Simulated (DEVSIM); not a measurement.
Structure: Cr/Al2O3/n-Ge capacitor, at 400 K.

Layer 1 from the left is Al2O3, thickness (nm) 7.90. Layer 2 from the left is Ge, thickness (nm) 13000, Nd (cm⁻³) 2.1e15.

Metal gate on the left, work function 4.5 eV. Fixed charge at the semiconductor interface 0 cm⁻² (in units of +e); no interface traps.

The device is made up for the run: typed textbook-type constants, with dimensions and the other settings drawn at random. Values at 300 K; Nc and Nv go as T^1.5, mobilities as T to minus their exponent, the gap by Varshni's rule with the affinity fixed.

Al2O3: gap (eV) 6.8, affinity (eV) 1.35, permittivity 9. Ge: gap (eV) 0.664, affinity (eV) 4, permittivity 16, Nc (cm⁻³) 1.04e19, Nv (cm⁻³) 6e18, Varshni α (eV/K) 0.000477, Varshni β (K) 235.

Task: Estimate by hand the flat-band voltage, the threshold voltage, and compare with a numerical solution.

Result: 
- Flat-band voltage: C = 1.01 μF/cm², work-function difference 0.202 V; VFB = φms − qNf/C = 0.20 V; numerical 0.20 V.
- Threshold voltage: φF = 0.024 V, depletion charge √(4εqNφF) = 6.70e-9 C/cm²; VT = VFB − 2φF − Qd/C = 0.15 V; numerical 0.15 V.

Model (solved in DEVSIM): 1D Poisson equation in equilibrium, Boltzmann statistics, complete ionisation; no quantum confinement or tunnelling. Metal contacts follow the ideal Schottky-Mott rule: no Fermi-level pinning, no interface dipoles.
